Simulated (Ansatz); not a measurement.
## A constructed model of the (111)A surface of zinc-blende GaAs, Ga-terminated, 2x2 Al adatom at H3 (bottom of the slab: 3 H on 4 bottom sites)

Level of theory: r2SCAN, at the PBE geometry (plane waves to 500 eV, PAW; Ansatz, a program for electronic structure).

Set-up: 36 atoms, 13.3 Å thick at the start with caps and adatoms (thin: gaps and levels are the slab's own); mesh 3x3x1; 0.025 eV smearing; dipole correction on; single point; on the structure that PBE left under its start's symmetry; no spin, no spin-orbit, no U. In PBE it lies 0.02 eV a 1x1 cell over the lowest computed structure of the same composition (2x2 Al adatom at T4).

```json
{
  "gap_of_the_slab_on_its_k_mesh": "0.54 eV",
  "highest_filled_level_below_the_top_vacuum_level": "4.40 eV",
  "cost": "roughly 6 core-minutes"
}
```
